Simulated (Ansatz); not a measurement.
**InSb under a change: pressure 75 GPa**

Consider InSb in the zinc blende structure (space group F-43m, No. 216; a = 6.557 Å).

Modification: a hydrostatic pressure of 75 GPa.

All numbers come from r2SCAN (Ansatz, a quantum-chemistry and plane-wave program; PAW; 500 eV plane waves; no SOC), earlier PAW set. Γ-centred 12×12×12 mesh, Fermi–Dirac width 0.05 eV.

The volume per atom drops by 14.248 Å³, from 35.24 Å³ to 21.00 Å³ and the shortest interatomic distance falls by 0.450 Å, from 2.839 Å to 2.389 Å. The band gap becomes 0.27 eV (base: zero) and the gap character goes from absent to indirect, Γ → Γ–X (87 % along). The smallest direct gap becomes 2.73 eV (base: zero) and the electron mass is 1.7 mₑ along k, 0.18 mₑ across (off the special points).

Final structure:

```xyz
2
Lattice="0.0000 2.7587 2.7587 2.7587 0.0000 2.7587 2.7587 2.7587 0.0000" Properties=species:S:1:pos:R:3 pbc="T T T"
Sb     4.1381     4.1381     4.1381
In     0.0000     0.0000     0.0000
```

Cost of the whole job for the changed cell (relaxation, final SCF and bands): roughly 120 core-seconds.

Spin-orbit coupling, missing from the scalar runs, can matter with Sb. Load acts through the strain it causes; cell and atoms are relaxed under it. Masses are band curvatures over ±0.01 Å⁻¹ around the edge. Along k means along the line from Γ to the band edge. Stability against distortions was not tested. Tetrahedral semiconductors of this kind turn to denser phases somewhere between about 1 and 50 GPa; those were not computed, so compressed cells here can lie past the real transition. The final runs are not spin-polarised. Gaps under 0.05 eV, about the width of the smearing, are given as zero. A zero or small gap of InSb can be the functional's error rather than a property of the material.
